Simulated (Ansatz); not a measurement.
LiNbO₃ (R-3, No. 148, 10 atoms in the cell; start mp-1078377; a measured phase of this formula has another space group), treated with r²SCAN (PAW; Ansatz, an electronic-structure program).

Run with plane-wave cutoff 500 eV, 10×10×10 k mesh, Fermi–Dirac smearing 0.05 eV, no spin polarisation, scalar-relativistic PAW data made under PBE.

Cell (relaxed at this level):

```yaml
crystal:
  lattice:
    - [2.60453, 1.50372, 4.73921]
    - [-2.60453, 1.50372, 4.73921]
    - [0.00000, -3.00745, 4.73921]
  atoms:
    - { symbol: Li, position: [0.64322, 0.64322, 0.64322] }
    - { symbol: Li, position: [0.35678, 0.35678, 0.35678] }
    - { symbol: Nb, position: [0.85622, 0.85622, 0.85622] }
    - { symbol: Nb, position: [0.14378, 0.14378, 0.14378] }
    - { symbol: O, position: [0.04399, 0.43827, 0.78445] }
    - { symbol: O, position: [0.95601, 0.56173, 0.21555] }
    - { symbol: O, position: [0.78445, 0.04399, 0.43827] }
    - { symbol: O, position: [0.21555, 0.95601, 0.56173] }
    - { symbol: O, position: [0.43827, 0.78445, 0.04399] }
    - { symbol: O, position: [0.56173, 0.21555, 0.95601] }
```

Q: Estimate the band gap that the calculation returns.

A: 
- band gap = 4.43 eV (on the SCF k mesh)

Note: the relaxation could not lower the start's symmetry, so the cell can be a saddle point above a distorted one.

Spin–orbit coupling is not included.

The computed numbers hold no vibrational or temperature effects.

The result took very roughly 13 core-minutes.

A start named mp-… is a Materials Project structure, which need not be a measured phase.
